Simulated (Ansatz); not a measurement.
The reference is Ti in the hcp (Mg type) structure (space group P6_3/mmc, No. 194; a = 2.9016 Å, c = 4.5930 Å; relaxed with 0.1 eV smearing). Axes: x lies along a and z along c of the hexagonal cell.

The values are results of plane-wave PAW DFT at the PBEsol level (Ansatz, a program for electronic structure, 420 eV), scalar-relativistic without spin-orbit coupling, not measurements.

Base values:

| Item | Result |
|---|---|
| Shortest interatomic distance | 2.843 Å |

Perturbation: uniaxial strain ε_xx = +3.00 %, all other strain components held at zero; the atoms relax in the strained cell.

Q: Estimate the effect on the shortest interatomic distance.

A: The shortest interatomic distance grows by 0.0055 Å, from 2.843 Å to 2.848 Å.

Q: Predict the new largest internal atomic displacement.

A: The largest internal atomic displacement amounts to 0.030 Å.

Q: How does this affect the stress?

A: The stress (xx, yy, zz, yz, xz, xy; compression positive) amounts to (-4.5, -2.9, -2.5, 0.0, 0.0, 0.0) GPa.

Q: Estimate the effect on the energy relative to the base.

A: The energy grows by 7.4 meV/atom.

Stability against distortions was not tested. All final runs are without spin polarisation.
